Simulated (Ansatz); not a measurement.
AlCo under a change: Co → Fe

The parent structure is AlCo in the CsCl type structure (space group Pm-3m, No. 221; a = 2.852 Å; non-magnetic).

Modification: Fe takes the place of Co on all its sites, then cell and atoms are relaxed.

Method: Kohn–Sham DFT with the PBE functional, run in Ansatz (a program for electronic structure) with PAW and 420 eV plane waves, scalar-relativistic without spin-orbit coupling. Settings: 16×16×16 k-points, 0.05 eV Fermi–Dirac smearing.

The volume per atom increases by 0.28 Å³, from 11.60 Å³ to 11.88 Å³ and the lattice parameter a rises by 0.0428 bohr (5.390 bohr → 5.432 bohr). The space group remains Pm-3m (No. 221) and the shortest interatomic distance goes up by 0.037 bohr (4.668 bohr → 4.705 bohr). The band gap is still zero and the magnetic state changes from non-magnetic to ferromagnetic. The largest site moment goes from zero to 0.73 μB.

Final structure:

```
CELL_PARAMETERS angstrom
      2.87471     0.00000     0.00000
      0.00000     2.87471     0.00000
      0.00000     0.00000     2.87471
ATOMIC_POSITIONS crystal
  Al 0.00000 0.00000 0.00000
  Fe 0.50000 0.50000 0.50000
```

Cost of the whole job for the changed cell (relaxation, final SCF and bands): around 30 core-seconds (rough).

Other magnetic orders, which the real material may have, were not ruled out. Stability against distortions was not tested. Seeded moments were not kept for the base. Spin-polarised in the final run: AlFe; the other runs are not.
